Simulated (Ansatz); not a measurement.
SnSe (model structure, started from the rocksalt type, Fm-3m, No. 225, 2 atoms in the cell), treated with r²SCAN (Ansatz, a program for electronic structure, plane waves, PAW).

Numerical settings: plane-wave cutoff 500 eV, 12×12×12 k mesh, Fermi–Dirac smearing 0.05 eV, scalar-relativistic PAW data made under PBE.

Cell (relaxed at this level):

```cif
data_Se4Sn4
_chemical_formula_sum 'Se4 Sn4'
_space_group_name_H-M_alt 'Fm-3m'
_space_group_IT_number 225
_space_group_name_Hall '-F 4 2 3'
_cell_length_a 6.01974
_cell_length_b 6.01974
_cell_length_c 6.01974
_cell_angle_alpha 90.000
_cell_angle_beta 90.000
_cell_angle_gamma 90.000
loop_
_atom_site_label
_atom_site_type_symbol
_atom_site_symmetry_multiplicity
_atom_site_Wyckoff_symbol
_atom_site_fract_x
_atom_site_fract_y
_atom_site_fract_z
_atom_site_occupancy
Se1 Se 4 a 0.00000 0.00000 0.00000 1
Sn1 Sn 4 b 0.50000 0.50000 0.50000 1
```
(The calculation used a cell of 2 atoms; values per cell refer to that cell.)

**Question.** Estimate the band gap that the calculation returns.

**Answer.** 
- band gap: 0.37 eV (on the SCF k mesh)

Note: the relaxation could raise the start's symmetry but not lower it, so the cell can be a saddle point.

Spin–orbit coupling is not included.

Static lattice: no zero-point or thermal effects.

It cost very roughly 40 core-seconds of CPU time.

A model structure was made by putting elements into a prototype or built by hand; it is no filed structure, need not be a known phase, and can be a saddle point held by its symmetry.
